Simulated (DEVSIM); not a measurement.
# abrupt InP p-n junction

Device: abrupt InP p-n junction, at 250 K.

```tsv
layer (left to right)	material	thickness (μm)	Nd (cm⁻³)	Na (cm⁻³)	τn (s)	τp (s)
1	InP	0.550	-	2.1e14	8.5e-8	8.5e-8
2	InP	0.550	5.8e14	-	8.5e-8	8.5e-8
```

Left contact: ohmic. Right contact: ohmic. Voltage is applied to the left contact. Recombination: SRH at mid-gap, radiative. Mobility is μmin + (μ − μmin)/(1 + (N/Nref)^α).

This is a model device: material constants are rounded textbook-type values typed into the input, and sizes, dopings and lifetimes were drawn at random. Values at 300 K; Nc and Nv go as T^1.5, mobilities as T to minus their exponent, the gap by Varshni's rule with the affinity fixed.

```csv
parameter,InP
gap (eV),1.344
affinity (eV),4.38
permittivity,12.5
Nc (cm⁻³),5.7e17
Nv (cm⁻³),1.1e19
μn (cm²/Vs),5200
μp (cm²/Vs),170
"μn,min",400
"μp,min",10
"Nref,n",3e17
"Nref,p",4.9e17
αn,0.47
αp,0.62
T exponent of μn,2
T exponent of μp,2
B (cm³/s),1.2e-10
Varshni α (eV/K),0.000363
Varshni β (K),162
```

Model (solved in DEVSIM): 1D drift-diffusion, Boltzmann statistics, complete ionisation; no tunnelling, impact ionisation, image-force lowering or self-heating.

```
Quantity                                           Result
---------------------------------------------  ----------
Potential step across the device at zero bias     0.989 V
Largest field in the device at zero bias       11000 V/cm
Dark forward voltage at 1 A/cm²                   0.842 V
Dark forward voltage at 100 A/cm²                 0.982 V
```

Dark forward current:

```json
[
 {"V (V)": "0.05", "J (A/cm²)": "5.8e-13"},
 {"V (V)": "0.10", "J (A/cm²)": "2.4e-12"},
 {"V (V)": "0.15", "J (A/cm²)": "8.6e-12"},
 {"V (V)": "0.20", "J (A/cm²)": "3.0e-11"},
 {"V (V)": "0.25", "J (A/cm²)": "1.0e-10"},
 {"V (V)": "0.30", "J (A/cm²)": "3.9e-10"},
 {"V (V)": "0.35", "J (A/cm²)": "1.7e-9"},
 {"V (V)": "0.40", "J (A/cm²)": "8.8e-9"},
 {"V (V)": "0.45", "J (A/cm²)": "5.9e-8"},
 {"V (V)": "0.50", "J (A/cm²)": "4.7e-7"},
 {"V (V)": "0.55", "J (A/cm²)": "4.1e-6"},
 {"V (V)": "0.60", "J (A/cm²)": "3.6e-5"},
 {"V (V)": "0.65", "J (A/cm²)": "0.00032"},
 {"V (V)": "0.70", "J (A/cm²)": "0.0027"},
 {"V (V)": "0.75", "J (A/cm²)": "0.023"},
 {"V (V)": "0.80", "J (A/cm²)": "0.19"},
 {"V (V)": "0.85", "J (A/cm²)": "1.4"},
 {"V (V)": "0.90", "J (A/cm²)": "9.0"},
 {"V (V)": "0.95", "J (A/cm²)": "45"},
 {"V (V)": "1.00", "J (A/cm²)": "160"},
 {"V (V)": "1.05", "J (A/cm²)": "370"},
 {"V (V)": "1.10", "J (A/cm²)": "650"},
 {"V (V)": "1.15", "J (A/cm²)": "970"},
 {"V (V)": "1.20", "J (A/cm²)": "1300"},
 {"V (V)": "1.25", "J (A/cm²)": "1600"},
 {"V (V)": "1.30", "J (A/cm²)": "2000"},
 {"V (V)": "1.35", "J (A/cm²)": "2300"}
]
```
